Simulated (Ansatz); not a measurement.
System: cubic perovskite LaCrO3 (model structure). Method: PBEsol (plane waves, PAW; Ansatz, an electronic-structure program).

Run with plane-wave cutoff 500 eV, 8×8×10 k mesh (along the axes of the cell as run), Fermi–Dirac smearing 0.05 eV, magnetic order C, spin-polarised with opposed moments, scalar-relativistic PAW data made under PBE.

Cell (relaxed at this level):

CrLaO3 is taken in the tetragonal space group P4/mmm (No. 123), Pearson symbol tP5. Cell: a = 3.816 Å, b = 3.816 Å, c = 3.866 Å, α = 90.00°, β = 90.00°, γ = 90.00°. La on 1a is surrounded by 12 O at 2.699–2.716 Å (cuboctahedral). Cr on 1d is surrounded by 6 O at 1.908–1.933 Å (octahedral). O1 on 1c is coordinated by 2 Cr at 1.933 Å and 4 La at 2.699 Å (octahedral). O2 on 2e is surrounded by 2 Cr at 1.908 Å and 4 La at 2.716 Å (octahedral). (Neighbours: up to the widest gap in distance over summed covalent radii, below 1.35, at either atom; cation-cation and far metal-metal contacts left out.)
(The calculation used a cell of 10 atoms; values per cell refer to that cell.)

Problem. Predict the band gap.

Solution. 
- band gap: 0.73 eV (on the SCF k mesh)

Note: the magnetic order was assumed, not searched for or taken from measurement.

Spin–orbit coupling is not included.

The result took very roughly 10 core-minutes.

A model structure was made by putting elements into a prototype or built by hand; it is no filed structure, need not be a known phase, and can be a saddle point held by its symmetry.
